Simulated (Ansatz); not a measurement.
MgB2 (space group P6/mmm, No. 191)

```cif
data_B2Mg
_chemical_formula_sum 'Mg1 B2'
_space_group_name_H-M_alt 'P6/mmm'
_space_group_IT_number 191
_space_group_name_Hall '-P 6 2'
_cell_length_a 3.06310
_cell_length_b 3.06310
_cell_length_c 3.49997
_cell_angle_alpha 90.000
_cell_angle_beta 90.000
_cell_angle_gamma 120.000
loop_
_atom_site_label
_atom_site_type_symbol
_atom_site_symmetry_multiplicity
_atom_site_Wyckoff_symbol
_atom_site_fract_x
_atom_site_fract_y
_atom_site_fract_z
_atom_site_occupancy
Mg1 Mg 1 a 0.00000 0.00000 0.00000 1
B1 B 2 d 0.33333 0.66667 0.50000 1
```

The values are results of Ansatz (an electronic-structure program) PBEsol, without spin-orbit coupling, earlier PAW set, not measurements. Γ-centred 17×17×13 mesh, Fermi–Dirac width 0.05 eV.

- Volume per atom = 9.48 Å³
- Density = 2.68 g/cm³
- Band gap = zero
- Total energy = -739.264 eV/atom (σ→0; compares only within this code and set-up)

Whether these cells are dynamically stable was not tested. The final runs are not spin-polarised.
